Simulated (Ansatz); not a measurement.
The starting structures come from a database of crystals and need not be the phases stable at ambient conditions.

Crystal: Ca2H6Os (Fm-3m, not sure to be the ambient phase, 9 atoms a cell, 10.5 Å³ an atom); planes in its conventional cell.

Method: r2SCAN (plane waves, PAW; Ansatz, a quantum-chemistry and plane-wave program).

No gap correction and no spin-orbit coupling; mid-gap values are interpolated between computed energies.

```
plane  area of the cell (Å²)  mid-gap κ (1/Å)  largest κ in the gap (1/Å)
-----  ---------------------  ---------------  --------------------------
(111)                   22.6             0.42                        0.45
(001)                   26.1                …                           …
```

Q: The slowest decay depends on the direction. Supply the withheld values.

A: 
- (001), mid-gap κ (1/Å): 0.47
- (001), largest κ in the gap (1/Å): 0.49
